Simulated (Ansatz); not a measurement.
Data:

End structure of the (332) surface of fcc Pb in its 1x1 cell, outermost plane spacing 0.54 Å in the ideal cut:

```xyz
20
Lattice="3.5629 0.0000 0.0000 0.0000 16.7113 0.0000 0.0000 0.0000 26.5000" Properties=species:S:1:pos:R:3 pbc="T T T"
Pb     1.7814    13.5364     8.3573
Pb     0.0000    10.6673     8.7521
Pb     1.7814     7.6617     9.3017
Pb     0.0000     4.6563     9.8475
Pb     1.7814     1.6712    10.4263
Pb     0.0000    15.2612    10.7701
Pb     1.7814    12.2037    11.3799
Pb     0.0000     9.1752    11.8357
Pb     1.7814     6.0860    12.4000
Pb     0.0000     3.0559    12.9835
Pb     1.7814    -0.0174    13.5165
Pb     0.0000    13.6637    14.1000
Pb     1.7814    10.5746    14.6643
Pb     0.0000     7.5461    15.1201
Pb     1.7814     4.4885    15.7299
Pb     0.0000     1.3672    16.0737
Pb     1.7814    15.0934    16.6525
Pb     0.0000    12.0880    17.1983
Pb     1.7814     9.0824    17.7479
Pb     0.0000     6.2133    18.1427
```

Slab: 20 atoms, 10.2 Å thick at the start (thin: gaps and levels are the slab's own); k 11x3x1, smearing 0.1 eV, dipole-corrected; single point; on the structure that PBE left under its start's symmetry; no spin, no spin-orbit, no U.

### Question
What surface energy (mean of both faces) does r2SCAN, at the PBE geometry (Ansatz, a quantum-chemistry and plane-wave program) give?

### Answer
0.31 J/m²

### Question
Predict the work function of the top face from r2SCAN, at the PBE geometry.

### Answer
3.86 eV
